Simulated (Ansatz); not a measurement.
**A series of runs on Lu3GaC (Pm-3m, 5 atoms in the cell)**

```xyz
5
Lattice="4.6857 0.0000 0.0000 0.0000 4.6857 0.0000 0.0000 0.0000 4.6857" Properties=species:S:1:pos:R:3 pbc="T T T"
Lu     2.3429     0.0000     0.0000
Lu     0.0000     2.3429     0.0000
Lu     0.0000     0.0000     2.3429
Ga     2.3429     2.3429     2.3429
C      0.0000     0.0000     0.0000
```

Base run A: PBEsol, default PAW files made with PBE in Ansatz (a first-principles code), self-consistent single point.

Its settings: basis.ecutwfc = 420 eV; kpoints.mp_grid.grid = 9 9 9; hamiltonian.xc = pbesol; hamiltonian.pseudopotentials = {kind: paw} (the program's default PAW files); scf.occupations.method = cold; scf.occupations.width = 0.2 eV.

The starting cell comes from a database of computed structures (which also holds hypothetical and non-ambient phases and stackings), without a prior relaxation at this level. Ansatz's pressure includes its estimate of the finite-basis (Pulay) stress.

ΔF is the free energy per atom less that of run A. 

Run A gave: pressure (GPa) -2.05; iterations 10.

Runs:
- B: scf.mixing.algorithm, scf.mixing.beta = broyden, 0.02
- C: scf.mixing.algorithm, scf.mixing.beta = broyden, 0.05
- D: scf.mixing.algorithm, scf.mixing.beta = broyden, 0.1
- E: scf.mixing.algorithm, scf.mixing.beta = broyden, 0.2
- F: scf.mixing.algorithm, scf.mixing.beta = broyden, 0.3
- G: scf.mixing.algorithm, scf.mixing.beta = broyden, 0.5
- H: scf.mixing.algorithm, scf.mixing.beta = broyden, 0.7
- I: scf.mixing.algorithm, scf.mixing.beta = broyden, 0.9
- J: scf.mixing.algorithm, scf.mixing.beta = broyden, 1

Question: Which runs reach the base run's state, and which is quickest in iterations?

Answer: Runs B, C, D, E, F, G, H, I, J gave the same state as A (within 1 meV/atom). The fewest iterations to that state were 10 (A, H, I); the most were 35.

```tsv
run	ΔF (meV/atom)	pressure (GPa)	iterations
A	0.00	-2.05	10
B	0.00	-2.05	35
C	0.00	-2.05	24
D	0.00	-2.05	15
E	0.00	-2.05	13
F	0.00	-2.05	12
G	0.00	-2.05	11
H	0.00	-2.05	10
I	0.00	-2.05	10
J	0.00	-2.05	11
```

Keys are those of Ansatz 0.2.
